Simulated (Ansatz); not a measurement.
How far PBE and PBEsol part for hypothetical zinc blende LuN, N → F

Take LuN in the zinc blende structure (space group F-43m, No. 216; a = 5.134 Å; a hypothetical phase, not in the database extracts checked) as the base.

(Cell as relaxed with PBE.)

Levels (all Ansatz, a program for electronic structure, PAW): PBE (420 eV, spin-orbit coupling left out); PBEsol (420 eV, spin-orbit coupling left out).

Each level relaxes its own structure.

```csv
base,PBE,PBEsol
volume per atom,16.91 Å³,16.31 Å³
lattice parameter a,5.134 Å,5.072 Å
band gap,2.12 eV,2.16 eV
```

The change: full substitution N → F, then cell and atoms are relaxed.

```tsv
quantity	PBE	PBEsol
smallest direct gap	0.43 eV	?
shift of the gap caused by the change	-1.73 eV	?
gap character	indirect, L–W (30 % along) → Γ–X (80 % along)	?
shortest interatomic distance	2.344 Å	?
```

Problem. Predict the PBEsol column.

Solution. 
- smallest direct gap, PBEsol: 0.37 eV
- shift of the gap caused by the change, PBEsol: -1.86 eV
- gap character, PBEsol: indirect, L–W (30 % along) → Γ–X (80 % along)
- shortest interatomic distance, PBEsol: 2.308 Å

PBE's smallest direct gap lies 0.06 eV above PBEsol's; PBE's shift of the gap caused by the change lies 0.13 eV above PBEsol's; PBE's shortest interatomic distance lies 0.0366 Å above PBEsol's (1.6 %); the two agree on the gap character. Neither level is exact; PBEsol is the comparison here, not a measurement.

Stability against distortions was not tested. As relaxed here, LuF is a hypothetical phase, not in the database extracts checked.
